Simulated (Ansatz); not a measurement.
MgO: response to strain

Start from MgO in the rock salt structure (space group Fm-3m, No. 225).

```
CELL_PARAMETERS angstrom
      0.00000     2.07958     2.07958
      2.07958     0.00000     2.07958
      2.07958     2.07958     0.00000
ATOMIC_POSITIONS crystal
  Mg 0.00000 0.00000 0.00000
  O  0.50000 0.50000 0.50000
```

Cartesian axes are those of the cell as printed.

Strains are applied to the cell and any free atomic positions relax.

Level of theory: Kohn–Sham DFT with the LDA functional, run in Ansatz (a first-principles code) with PAW and 420 eV plane waves, spin-orbit coupling left out.

Notes on the quantities. pressure: mean of the normal stresses, compression positive; energy relative to the base: free energy F.

| variant | pressure | band gap | energy relative to the base | electron mass |
|---|---|---|---|---|
| base | -0.01 GPa | 5.03 eV | 0 meV/atom | 0.36 mₑ (at Γ) |
| uniaxial strain ε_zz = −2.50 % | 4.84 GPa | 5.27 eV | +6.4 meV/atom | 0.39 mₑ along z, 0.36 mₑ across (at Γ) |
| uniaxial strain ε_zz = −2.00 % | 3.78 GPa | 5.23 eV | +4.0 meV/atom | 0.38 mₑ along z, 0.36 mₑ across (at Γ) |
| uniaxial strain ε_zz = −1.50 % | 2.77 GPa | 5.18 eV | +2.2 meV/atom | 0.37 mₑ (at Γ) |
| uniaxial strain ε_zz = −1.00 % | 1.80 GPa | ___ | +1.0 meV/atom | 0.37 mₑ (at Γ) |
| uniaxial strain ε_zz = −0.50 % | ___ | 5.08 eV | +0.2 meV/atom | 0.36 mₑ (at Γ) |
| uniaxial strain ε_zz = +0.50 % | -0.85 GPa | 4.98 eV | +0.3 meV/atom | 0.36 mₑ (at Γ) |
| uniaxial strain ε_zz = +1.50 % | -2.42 GPa | 4.86 eV | ___ | 0.36 mₑ (at Γ) |
| uniaxial strain ε_zz = +2.00 % | -3.16 GPa | 4.80 eV | +3.4 meV/atom | – |
| uniaxial strain ε_zz = +3.00 % | ___ | 4.69 eV | +7.3 meV/atom | 0.33 mₑ along z, 0.36 mₑ across (at Γ) |

### Question
Fill in the withheld entries from the trend.

### Answer

- uniaxial strain ε_zz = −1.00 %, band gap: 5.13 eV
- uniaxial strain ε_zz = −0.50 %, pressure: 0.87 GPa
- uniaxial strain ε_zz = +1.50 %, energy relative to the base: +2.0 meV/atom
- uniaxial strain ε_zz = +3.00 %, pressure: -4.52 GPa

Effective masses come from finite differences of ±0.01 Å⁻¹. Stability against distortions was not tested.
